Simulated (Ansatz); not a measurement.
The starting structures come from a database of crystals and need not be the phases stable at ambient conditions.

 Where the default PAW files enter, the runs use the earlier of Ansatz's two default sets.

Given:

```
Mg2FN
1.0
    5.83251     0.00000     0.00000
    2.84456     5.09183     0.00000
    1.49398    -2.54591     2.95189
Mg N F
4 2 2
Direct
  0.78764   0.78764   0.00000
  0.03764   0.03764   0.50000
  0.46236   0.46236   0.50000
  0.21236   0.21236   0.00000
  0.00000   0.00000   0.00000
  0.25000   0.25000   0.50000
  0.50000   0.50000   0.00000
  0.75000   0.75000   0.50000
```

Space group of this cell: I4_1/amd. The cell is taken as given.

Transport runs along the normal of the first two printed cell vectors, the (110) plane of the conventional cell.

The gap is the functional's own. No spin-orbit coupling. Mid-gap values are interpolated on the energy grid.

**Question.** Estimate the band gap and the smallest decay constant κ at mid-gap that r2SCAN (Ansatz, a first-principles code) returns for this system.

**Answer.** Gap 2.90 eV on a 10×10×10 mesh; κ = 0.269 1/Å, at the zone centre.
